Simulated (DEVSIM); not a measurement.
System: abrupt Ge n-p junction, at 300 K.

```csv
layer (left to right),material,thickness (μm),Nd (cm⁻³),Na (cm⁻³),τn (s),τp (s)
1,Ge,0.360,5.5e17,-,4.7e-7,4.7e-7
2,Ge,37.0,-,8.4e15,4.7e-7,4.7e-7
```

Left contact: ohmic. Right contact: ohmic. Voltage is applied to the left contact. Recombination: SRH at mid-gap, radiative. Mobility is constant in doping.

This is a model device: material constants are rounded textbook-type values typed into the input, and sizes, dopings and lifetimes were drawn at random. Values at 300 K.

| parameter | Ge |
|---|---|
| gap (eV) | 0.664 |
| affinity (eV) | 4 |
| permittivity | 16 |
| Nc (cm⁻³) | 1.04e19 |
| Nv (cm⁻³) | 6e18 |
| μn (cm²/Vs) | 3900 |
| μp (cm²/Vs) | 1900 |
| B (cm³/s) | 6.4e-14 |

DEVSIM, 1D drift-diffusion, Boltzmann statistics, complete ionisation; no tunnelling, impact ionisation, image-force lowering or self-heating.

**Question.** Tabulate band edges, carrier densities and field at zero bias.

**Answer.** Energies count from the Fermi level of the right contact; mesh points crowd at the junctions.

| x (μm) | Ec (eV) | Ev (eV) | n (cm⁻³) | p (cm⁻³) | field (V/cm) |
|---|---|---|---|---|---|
| 0.000 | 0.076 | -0.588 | 5.5e17 | 7.9e8 | ≈ 0 |
| 0.02658 | 0.076 | -0.588 | 5.5e17 | 7.9e8 | ≈ 0 |
| 0.08234 | 0.076 | -0.588 | 5.5e17 | 7.9e8 | ≈ 0 |
| 0.1800 | 0.076 | -0.588 | 5.5e17 | 7.9e8 | ≈ 0 |
| 0.3047 | 0.076 | -0.588 | 5.5e17 | 7.9e8 | 13 |
| 0.3453 | 0.080 | -0.584 | 4.7e17 | 9.3e8 | 6300 |
| 0.3667 | 0.133 | -0.531 | 6.1e16 | 7.1e9 | 32000 |
| 0.4245 | 0.268 | -0.396 | 3.2e14 | 1.4e12 | 20000 |
| 0.5282 | 0.420 | -0.244 | 9.3e11 | 4.7e14 | 9800 |
| 0.7703 | 0.493 | -0.171 | 5.4e10 | 8.0e15 | 220 |
| 1.278 | 0.494 | -0.170 | 5.2e10 | 8.4e15 | ≈ 0 |
| 3.056 | 0.494 | -0.170 | 5.2e10 | 8.4e15 | ≈ 0 |
| 6.238 | 0.494 | -0.170 | 5.2e10 | 8.4e15 | ≈ 0 |
| 13.14 | 0.494 | -0.170 | 5.2e10 | 8.4e15 | ≈ 0 |
| 27.74 | 0.494 | -0.170 | 5.2e10 | 8.4e15 | ≈ 0 |
| 32.94 | 0.494 | -0.170 | 5.2e10 | 8.4e15 | ≈ 0 |
| 35.42 | 0.494 | -0.170 | 5.2e10 | 8.4e15 | ≈ 0 |
| 36.48 | 0.494 | -0.170 | 5.2e10 | 8.4e15 | ≈ 0 |
| 37.07 | 0.494 | -0.170 | 5.2e10 | 8.4e15 | ≈ 0 |
| 37.24 | 0.494 | -0.170 | 5.2e10 | 8.4e15 | ≈ 0 |
| 37.32 | 0.494 | -0.170 | 5.2e10 | 8.4e15 | ≈ 0 |
| 37.36 | 0.494 | -0.170 | 5.2e10 | 8.4e15 | ≈ 0 |
